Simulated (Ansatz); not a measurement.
Defect: O vacancy in rock-salt MgO, neutral cell. All values below come from PBE, PAW (plane waves to 420 eV; Ansatz, a first-principles code).

Settings: 64 host sites, the relaxed PBE lattice, the Γ point alone, smearing 0.01 eV, spin-restricted, no image-charge correction. No zero-point or tunnelling terms. The charge state is imposed; whether it is stable for some Fermi level was not computed. Forms of the defect that were not tried may lie lower.

Barriers: single points on a 2×2×2 k-point mesh shifted by half a step at the bands' geometries (they differ from the bands' own by up to 0.54 eV, and are uncertain by about as much).

Relaxed starting cell (atoms counted from 1):

```
CELL_PARAMETERS angstrom
      8.50724     0.00000     0.00000
      0.00000     8.50724     0.00000
      0.00000     0.00000     8.50724
ATOMIC_POSITIONS crystal
  Mg 0.99619 0.99980 0.00072
  Mg 0.99869 0.99979 0.50064
  Mg 0.99867 0.49978 0.00068
  Mg 0.99925 0.49980 0.50066
  Mg 0.50239 0.99977 0.00069
  Mg 0.50002 0.99980 0.50067
  Mg 0.49999 0.49980 0.00065
  Mg 0.49946 0.49980 0.50066
  O  0.24935 0.99979 0.50063
  O  0.24933 0.49979 0.00068
  O  0.24935 0.49978 0.50069
  O  0.74931 0.99976 0.00067
  O  0.74937 0.99980 0.50068
  O  0.74938 0.49981 0.00065
  O  0.74935 0.49979 0.50069
  Mg 0.99941 0.24976 0.25065
  Mg 0.99942 0.24974 0.75071
  Mg 0.99941 0.74984 0.25066
  Mg 0.99940 0.74983 0.75071
  Mg 0.49927 0.24975 0.25062
  Mg 0.49928 0.24974 0.75071
  Mg 0.49927 0.74984 0.25064
  Mg 0.49929 0.74984 0.75071
  O  0.24934 0.25001 0.25081
  O  0.24941 0.24994 0.75050
  O  0.24932 0.74960 0.25084
  O  0.24937 0.74964 0.75050
  O  0.74938 0.24967 0.25058
  O  0.74929 0.24966 0.75077
  O  0.74942 0.74992 0.25060
  O  0.74935 0.74994 0.75074
  Mg 0.24938 0.99981 0.25389
  Mg 0.24934 0.99975 0.74740
  Mg 0.24931 0.49977 0.25137
  Mg 0.24935 0.49983 0.74995
  Mg 0.74932 0.99979 0.25136
  Mg 0.74932 0.99979 0.75001
  Mg 0.74935 0.49980 0.25077
  Mg 0.74934 0.49979 0.75058
  O  0.99924 0.99981 0.25086
  O  0.99924 0.99981 0.75049
  O  0.99949 0.49978 0.25054
  O  0.99952 0.49979 0.75075
  O  0.49953 0.99976 0.25086
  O  0.49950 0.99979 0.75051
  O  0.49921 0.49984 0.25056
  O  0.49918 0.49982 0.75078
  Mg 0.24938 0.25304 0.00068
  Mg 0.24935 0.25051 0.50065
  Mg 0.24935 0.74659 0.00074
  Mg 0.24934 0.74908 0.50061
  Mg 0.74929 0.25043 0.00067
  Mg 0.74935 0.24989 0.50068
  Mg 0.74933 0.74914 0.00067
  Mg 0.74936 0.74970 0.50068
  O  0.99920 0.24995 0.00064
  O  0.99953 0.24969 0.50068
  O  0.99921 0.74965 0.00065
  O  0.99953 0.74991 0.50065
  O  0.49951 0.24999 0.00074
  O  0.49918 0.24970 0.50061
  O  0.49952 0.74961 0.00070
  O  0.49919 0.74991 0.50065
```

End state 1 differs by these moves (Å; atoms that move under 0.08 Å are left out):

```tsv
atom	element	Δx	Δy	Δz
27	O	0.00	2.13	2.13
```

Estimate the forward and backward barriers to end state 1 that PBE, PAW returns for this input.

forward 4.24 eV, backward 4.24 eV; at the saddle point atom 27 has neighbours 2 Mg at 1.81 Å. The check of the saddle point's order was inconclusive, and it lies on a symmetry element of the cell, where a band can be held.
